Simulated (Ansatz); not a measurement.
Given:

A slab with vacuum along the third vector:

```xyz
6
Lattice="2.7082 0.0000 0.0000 -1.3541 2.3454 0.0000 0.0000 0.0000 27.5000" Properties=species:S:1:pos:R:3 pbc="T T T"
Rh     0.0000     1.5636     8.2692
Rh     1.3541     0.7818    10.4385
Rh     0.0000     0.0000    12.6357
Rh     0.0000     1.5636    14.8643
Rh     1.3541     0.7818    17.0615
Rh     0.0000     0.0000    19.2308
```

Slab: 6 atoms, 11.1 Å thick at the start; k 16x16x1, smearing 0.1 eV, dipole-corrected; all atoms relaxed; held to the start's symmetry, so lower structures may exist; no spin, no spin-orbit, no U.

**Question.** Estimate the work function of the top face that Ansatz (a first-principles code) with PBE returns for this input.

**Answer.** 5.14 eV

**Question.** Predict the surface energy (mean of both faces) from PBE.

**Answer.** 2.06 J/m²
